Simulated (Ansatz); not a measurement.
The reference is Pd in the fcc (Cu type) structure (space group Fm-3m, No. 225; a = 3.878 Å; relaxed with 0.1 eV smearing).

All numbers come from Ansatz (a quantum-chemistry and plane-wave program), PBEsol, PAW, cutoff 420 eV, scalar-relativistic without spin-orbit coupling.

Strains are applied to the cell and any free atomic positions relax.

One change was made to it. Results:

The energy grows by 85 meV/atom; the pressure goes from zero to 23.7 GPa.

Task: Which change produced these results?
A. isotropic strain +0.50 %
B. isotropic strain −2.50 %
C. isotropic strain +1.50 %
D. isotropic strain −3.00 %

Result: D, isotropic strain −3.00 %. For comparison, the energy relative to the base in the other runs: isotropic strain +1.50 % gives +17 meV/atom; isotropic strain −2.50 % gives +58 meV/atom; isotropic strain +0.50 % gives +2.0 meV/atom.

Whether these cells are dynamically stable was not tested. All final runs are without spin polarisation. Pd lies near a magnetic instability that expansion can trigger; it was not tested.
